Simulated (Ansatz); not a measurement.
We consider cubic perovskite CsCdCl3, described by B3LYP (VWN-RPA form) (plane waves, PAW; Ansatz, a program for electronic structure).

Run with plane-wave cutoff 460 eV, 6×6×6 k mesh, Fermi–Dirac smearing 0.01 eV, scalar-relativistic PAW data made under PBE.

Cell (measured lattice):

```
CELL_PARAMETERS angstrom
      5.21000     0.00000     0.00000
      0.00000     5.21000     0.00000
      0.00000     0.00000     5.21000
ATOMIC_POSITIONS crystal
  Cs 0.00000 0.00000 0.00000
  Cd 0.50000 0.50000 0.50000
  Cl 0.50000 0.00000 0.50000
  Cl 0.00000 0.50000 0.50000
  Cl 0.50000 0.50000 0.00000
```

Problem. Estimate the band gap and smallest direct gap on the k points sampled that the calculation returns.

Solution. 
- band gap = 3.40 eV (on the SCF k mesh)
- smallest direct gap on the k points sampled = 4.04 eV

Note: cell and atoms aren't relaxed at this level (pressure 3.3 GPa).

Spin–orbit coupling is not included.

The computed numbers hold no vibrational or temperature effects.
